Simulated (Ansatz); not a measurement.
Take WC (space group P-6m2, No. 187) as the base.

```
CELL_PARAMETERS angstrom
      2.91216     0.00000     0.00000
     -1.45608     2.52201     0.00000
      0.00000     0.00000     2.83623
ATOMIC_POSITIONS crystal
  W  0.00000 0.00000 0.00000
  C  0.66667 0.33333 0.50000
```

Calculations: r2SCAN (Ansatz, a program for electronic structure; PAW; 500 eV plane waves; without spin-orbit coupling).

Before the change:

| Property | Result |
|---|---|
| Lattice parameter a | 2.912 Å |

Modification: B takes the place of C on all its sites; the structure is relaxed again.

Problem. Predict the new lattice parameter a.

Solution. The lattice parameter a increases by 0.0504 Å to 2.963 Å.

No phonon test of stability was made. As relaxed here, WB is a hypothetical phase, not in the database extracts checked. The final runs are not spin-polarised. An odd electron count without spin: WB.
